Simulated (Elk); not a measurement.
Worked example: self-consistent single point of NiAl (Pm-3m, 2 atoms in the cell) in Elk.

Computed with Elk 10.2.4 with PBEsol, all-electron FP-LAPW, Elk's shipped species files, APW+lo basis with extra local orbitals.

```yaml
crystal:
  lattice:
    - [2.89000, 0.00000, 0.00000]
    - [0.00000, 2.89000, 0.00000]
    - [0.00000, 0.00000, 2.89000]
  atoms:
    - { symbol: Al, position: [0.50000, 0.50000, 0.50000] }
    - { symbol: Ni, position: [0.00000, 0.00000, 0.00000] }
```

Reference input (self-consistent single point, DFT, PBE, all-electron FP-LAPW, Elk's shipped species files, APW+lo basis with extra local orbitals): xctype = 20; rgkmax = 7.5; swidth = 0.00367493 Ha; ngridk = 9 9 9; gmaxvr = 16 1/bohr; nxlo = 2; lorbcnd = true; rmtscf = 0.96; lmaxi = 3; maxscl = 100. This run's input differs from it in these lines:

```diff
@@ -4,3 +4,3 @@
 xctype
-  20
+  22
```

Output, abridged:

```
│ Self-consistent loop started │
│ Loop number : 1 │
 total energy                :     -1772.66796034
│ Loop number : 2 │
 total energy                :     -1772.13301537
RMS change in Kohn-Sham potential (target) :   0.5430797239     (  0.1000000000E-05)
Absolute change in total energy (target)   :   0.5349449743     (  0.1000000000E-03)
│ Loop number : 3 │
 total energy                :     -1772.65250123
RMS change in Kohn-Sham potential (target) :   0.5434248654     (  0.1000000000E-05)
Absolute change in total energy (target)   :   0.3857496139     (  0.1000000000E-03)
│ Loop number : 4 │
   [... lines left out ...]
Absolute change in total energy (target)   :   0.6270362619E-03 (  0.1000000000E-03)
│ Loop number : 14 │
 total energy                :     -1762.00637170
RMS change in Kohn-Sham potential (target) :   0.2037103147E-05 (  0.1000000000E-05)
Absolute change in total energy (target)   :   0.3126937522E-03 (  0.1000000000E-03)
│ Loop number : 15 │
 total energy                :     -1762.00633318
RMS change in Kohn-Sham potential (target) :   0.9990344404E-06 (  0.1000000000E-05)
Absolute change in total energy (target)   :   0.3965899100E-04 (  0.1000000000E-03)
Convergence targets achieved

│ Loop number : 16 │

Energies :
 Fermi                       :     0.325301032867
 total energy                :     -1762.00630544

Density of states at Fermi energy :    23.93690503
 (states/Hartree/unit cell)

Estimated indirect band gap :   0.3820632591E-02
 from k-point     13 to k-point     18
Estimated direct band gap   :   0.3854907235E-01
 at k-point     34

Charges :
 core                        :    16.00000000
 valence                     :    25.00000000
 interstitial                :    2.595213432
 muffin-tins (core leakage)
  species :    1 (Al)
   atom    1                 :    11.14839911     (  0.7652198859E-03)
  species :    2 (Ni)
   atom    1                 :    27.25638746     (  0.4848042376E-03)
 total in muffin-tins        :    38.40478657
 total calculated charge     :    40.98756130
 total charge                :    41.00000000
 error                       :   0.1243870191E-01

│ Self-consistent loop stopped │
```

The run converged in 16 iterations. The count includes the last loop, which Elk runs after its targets are met. 

The starting cell has typed, rounded lattice constants, without a prior relaxation at this level. Spin polarisation is off. Values depend on the basis (sphere radii, cutoffs, local orbitals), which need not be converged. The log's line on a gap gives a spacing of levels on this mesh, which the program prints for metals too.
